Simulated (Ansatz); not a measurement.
Take SrO in the rock salt structure (space group Fm-3m, No. 225; a = 5.122 Å) as the base. Axes: x, y, z lie along the cube axes.

Calculations: PBEsol/PAW in Ansatz (a first-principles code), spin-orbit coupling left out.

Base values:

The smallest direct gap comes out as 3.26 eV. The pressure is 0.00 GPa.

The change: a pure shear with ε_xy = ε_yx = 0.0086, atoms relaxed at fixed cell.

Task: What does the calculation give for the smallest direct gap, pressure and energy relative to the base after the change?

Result: The smallest direct gap shrinks by 0.02 eV to 3.24 eV; the pressure (mean of the normal stresses, compression positive) stays essentially unchanged (0.00 GPa against -0.01 GPa); the energy increases by 0.8 meV/atom.

The cells carry an imposed strain or load. Gaps are Kohn–Sham eigenvalue differences; semilocal functionals usually give less than the measured gap. Stability against distortions was not tested.
